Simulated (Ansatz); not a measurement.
Bond-angle distributions (per cent of the angles at each element, bins of 10°) of a relaxed model of amorphous Al28O43Zn at 3.17 g/cm³. The numbers are results of PBE, scalar-relativistic without spin-orbit coupling (plane waves to 420 eV, PAW; Ansatz, an electronic-structure program), not measurements.

Preparation: random packing, a CHGNet melt and quench, and a DFT relaxation. O atoms were pushed apart under 1.9 Å during the dynamics, to hinder bonds among them. The hot cell started wider than the set density and was brought back towards it in steps. It is the lowest in DFT energy of 2 quenches. It is a model cell: composition and starting density were chosen by hand, and all elements were melted together. No dispersion term was used. Its density started from a set value of 3.17 and ended at 3.17 g/cm³. The quench (nominally 340 K/ps over its main leg) was far faster than any real one, so the model tends to hold more defects than a real film. Values belong to this one cell and scatter from quench to quench. The volume was held where the preparation left it and the shape relaxed, at a PBE pressure of 1.0 GPa. Stress components on the final sampling reach 1.1 GPa.

Bonds are counted up to Al-Al 2.66 Å, Al-O 2.30 Å, Al-Zn 2.67 Å, O-O 1.58 Å, O-Zn 2.26 Å, Zn-Zn 2.68 Å. Two cations that share two anions don't count as bonded, nor two that share one unless they lie closer than Al-Al 2.59 Å, Al-Zn 2.60 Å, Zn-Zn 2.61 Å.

| angle (°) | at Al | at O |
|---|---|---|
| 50-60 | 0 | 0 |
| 60-70 | 0 | 0 |
| 70-80 | 7 | 1 |
| 80-90 | 18 | 6 |
| 90-100 | 20 | 19 |
| 100-110 | 25 | 12 |
| 110-120 | 10 | 21 |
| 120-130 | 6 | 20 |
| 130-140 | 2 | 11 |
| 140-150 | 2 | 6 |
| 150-160 | 5 | 3 |
| 160-170 | 5 | 0 |
| 170-180 | 0 | 0 |

They go with these counts of neighbours within the cut-offs, cation contacts included: Al mean 4.6, most often 5; O mean 3.1, most often 3.
